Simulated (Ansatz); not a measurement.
Consider CuI in the zinc blende structure (space group F-43m, No. 216).

```yaml
crystal:
  lattice:
    - [0.00000, 3.01151, 3.01151]
    - [3.01151, 0.00000, 3.01151]
    - [3.01151, 3.01151, 0.00000]
  atoms:
    - { symbol: I, position: [0.75000, 0.75000, 0.75000] }
    - { symbol: Cu, position: [0.00000, 0.00000, 0.00000] }
```

Calculations: DFT with r2SCAN, PAW potentials and a 500 eV plane-wave cutoff in Ansatz (a first-principles code), spin-orbit coupling left out.

For the base:

| Quantity | Value |
|---|---|
| Valley order | Γ 1.67 eV; L along ⟨111⟩ 2.57 eV; X along ⟨100⟩ 2.90 eV |

The change: 0.0819 electrons added to each cell, a density of 1.5×10^21 cm⁻³, with a uniform compensating background at fixed cell and a 300 K Fermi–Dirac width.

### Question
Predict the new valley order.

### Answer
The valley order (the lowest conduction-band minima on the path, energy above the VBM, named in the base's zone) goes from Γ 1.67 eV; L along ⟨111⟩ 2.57 eV; X along ⟨100⟩ 2.90 eV to Γ 1.63 eV; L along ⟨111⟩ 2.53 eV; X along ⟨100⟩ 2.86 eV.

### Question
How does this affect the Fermi level from band edge?

### Answer
The Fermi level relative to the doped band's edge (positive inside the band; to 0.05 eV) is +1.05 eV.

Carriers are added with a uniform compensating background; total energy and stress of such cells depend on the potential's zero and are not compared; many-body gap narrowing is missing at this level. Spin-orbit coupling, missing from the scalar runs, can matter with I. The levels and masses belong to the bands next to the band gap. Stability against distortions was not tested. All final runs are without spin polarisation.
